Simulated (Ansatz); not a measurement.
Cubic perovskite CsCdF3 was calculated with LDA in Ansatz (plane waves, PAW).

Settings: plane-wave cutoff 520 eV, 8×8×8 k mesh, Fermi–Dirac smearing 0.01 eV, scalar-relativistic PAW data made under PBE.

Equation-of-state points:

```json
[
 {"V (Å³/atom)": "15.791", "E − E_lowest (meV/atom)": "16.39", "P (GPa)": "5.51"},
 {"V (Å³/atom)": "16.127", "E − E_lowest (meV/atom)": "7.02", "P (GPa)": "3.46"},
 {"V (Å³/atom)": "16.463", "E − E_lowest (meV/atom)": "1.71", "P (GPa)": "1.64"},
 {"V (Å³/atom)": "16.799", "E − E_lowest (meV/atom)": "0.00", "P (GPa)": "0.03"},
 {"V (Å³/atom)": "17.135", "E − E_lowest (meV/atom)": "1.47", "P (GPa)": "-1.40"},
 {"V (Å³/atom)": "17.471", "E − E_lowest (meV/atom)": "5.78", "P (GPa)": "-2.67"},
 {"V (Å³/atom)": "17.807", "E − E_lowest (meV/atom)": "12.58", "P (GPa)": "-3.80"}
]
```

Problem. Estimate the bulk modulus from the pressures at 16.463 and 17.135 Å³/atom, and compare it with a fit to all energies.

Solution. B = −V dP/dV. Between V = 16.463 and 17.135 Å³/atom, dP/dV = (-1.40 − (1.64))/(17.135 − 16.463) = -4.52 GPa per Å³/atom; at the midpoint 16.799 Å³/atom this gives B ≈ 76.0 GPa. The third-order Birch–Murnaghan fit gives V0 = 16.805 Å³/atom, B0 = 75.8 GPa, B′ = 5.0, which lies within 1 % of that estimate.

Note: the relaxation could not lower the start's symmetry, so the cell can be a saddle point above a distorted one.

Spin–orbit coupling is not included.

Static lattice: no zero-point or thermal effects.

Ansatz is a quantum-chemistry and plane-wave program.
